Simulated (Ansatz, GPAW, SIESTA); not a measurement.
Code comparison for Y3SiS2 (Immm, 6 atoms in the cell)

Self-consistent single point.

```yaml
crystal:
  lattice:
    - [-2.03999, 2.86922, 6.11682]
    - [2.03999, -2.86922, 6.11682]
    - [2.03999, 2.86922, -6.11682]
  atoms:
    - { symbol: Y, position: [0.83579, 0.33579, 0.50000] }
    - { symbol: Y, position: [0.16421, 0.66421, 0.50000] }
    - { symbol: Y, position: [0.50000, 0.00000, 0.50000] }
    - { symbol: Si, position: [0.00000, 0.00000, 0.00000] }
    - { symbol: S, position: [0.66743, 0.66743, 0.00000] }
    - { symbol: S, position: [0.33257, 0.33257, 0.00000] }
```

Shared settings, as Ansatz (a first-principles code) writes them: kpoints.mp_grid.grid = 5 5 5; scf.occupations.method = gaussian; scf.occupations.width = 0.1 eV. Potentials and cutoffs stand in the table.

```
code                                                                                                                       model  pressure (GPa)  largest force (eV/Å)       cutoff
------  ------------------------------------------------------------------------------------------------------------------------  --------------  --------------------  -----------
Ansatz                                                                                       LDA (PW92), PAW files made with PBE           -8.85                 0.025      default
SIESTA  LDA PW92, numerical atomic orbitals DZP, PseudoDojo LDA standard norm-conserving potentials (rewritten from UPF to PSML)           -9.36                 0.092  grid 300 Ry
GPAW                                                               LDA (Perdew-Wang 92), GPAW PAW datasets LDA (gpaw-data 1.0.1)           -9.06                 0.026       550 eV
```

Size of the force on each atom (eV/Å): Sizes of forces hide their directions.

```
code       Y1     Y2     Y3    Si4     S5     S6
------  -----  -----  -----  -----  -----  -----
Ansatz  0.016  0.016  0.000  0.000  0.025  0.025
SIESTA  0.092  0.092  0.000  0.000  0.027  0.027
GPAW    0.017  0.017  0.000  0.000  0.026  0.026
```

The spread over the programs that give each value: pressure within 0.51 GPa; largest force within 0.067 eV/Å.

SIESTA uses small atom-centred bases, whose incompleteness enters pressures, forces and empty levels differently from a plane-wave cutoff. Ansatz's pressure is given at a fixed set of plane waves, as the other plane-wave codes print theirs.

The starting cell comes from a database of computed structures (which also holds hypothetical and non-ambient phases and stackings), without a prior relaxation at this level. Its lattice was rescaled by a random factor within 2.5 % of one.

Keys are those of Ansatz 0.2.
